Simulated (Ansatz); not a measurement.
Consider O vacancy in rock-salt MgO, neutral cell. The step: a nearby O atom hops onto the vacant site; the atom moves 3.01 Å along (0.00, 0.50, 0.50) of the unit cell; the moving atom starts with neighbours 6 Mg at 2.13 Å and ends with 6 Mg at 2.13 Å. DFT values are from Ansatz (plane-wave PAW, 420 eV unless said) in a cell of 64 host sites, spin-restricted, static, with no finite-size correction. The charge state is imposed; whether it is stable for some Fermi level was not computed. Forms of the defect that were not tried may lie lower. For the PBE band: the check of the saddle point's order was inconclusive, and it lies on a symmetry element of the cell, where a band can be held.

| Level | Forward barrier (eV) | Cost of the band or of the saddle's single point |
|---|---|---|
| CHGNet universal potential (has no charge state), its own band | 2.00 | - |
| PBE, the Γ point alone, band relaxed | 3.70 | roughly 14 core-minutes |
| PBE, a 2×2×2 k-point mesh shifted by half a step, same geometries | 4.24 | very roughly 2.1 core-minutes |
| r2SCAN at 500 eV, the Γ point alone, same geometries | [?] | about 50 core-seconds (a rough figure) |

### Question
Complete the blanks.

### Answer

- r2SCAN at 500 eV, the Γ point alone, same geometries, Forward barrier (eV): 4.14

At the Γ point alone and the same geometries, HSE06 less PBE is +0.41 eV for this barrier.

Ansatz is an electronic-structure program.
